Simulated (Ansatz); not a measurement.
# What 5 layers does to Pb

Start from Pb in the fcc (Cu type) structure (space group Fm-3m, No. 225; a = 4.991 Å). Axes: x, y, z lie along the cube axes.

It is then changed as follows: a free-standing slab of 5 layers (5 atoms, 1 a layer) is cut normal to [111], with 15 Å of vacuum and the in-plane cell held at bulk.

Level of theory: DFT with r2SCAN, PAW potentials and a 500 eV plane-wave cutoff in Ansatz (a quantum-chemistry and plane-wave program), scalar-relativistic without spin-orbit coupling. k-mesh 15×15×1 (Γ-centred); smearing 0.05 eV (Fermi–Dirac), for the changed cell.

- Layer's space group (with vacuum): P-3m1 (No. 164)
- Band gap: zero (base zero)
- Excess energy per area of both faces (slab less bulk energy over the cell's area: twice a surface energy): 0.6 J/m² (uncertain by up to 0.07 J/m²)
- Thickness between the outermost nuclei: 11.16 Å
- Change of the spacing d12 from its bulk value of 2.882 Å: -7.3 %
- Change of the spacing d23 from its bulk value of 2.882 Å: +0.9 %

Final structure:

```xyz
5
Lattice="3.5291 0.0000 0.0000 1.7646 3.0563 0.0000 0.0000 0.0000 26.5260" Properties=species:S:1:pos:R:3 pbc="T T T"
Pb     0.8823    -0.5094     7.6836
Pb     2.6468    -1.5281    10.3543
Pb     4.4114    -2.5469    13.2630
Pb     6.1759    -3.5657    16.1717
Pb     7.9405    -4.5844    18.8424
```

Cost of the whole job for the changed cell (relaxation, final SCF and bands): about 2.3 core-minutes (a rough figure).

The excess energy carries the mismatch between the slab's and the bulk's meshes. No phonon test of stability was made.
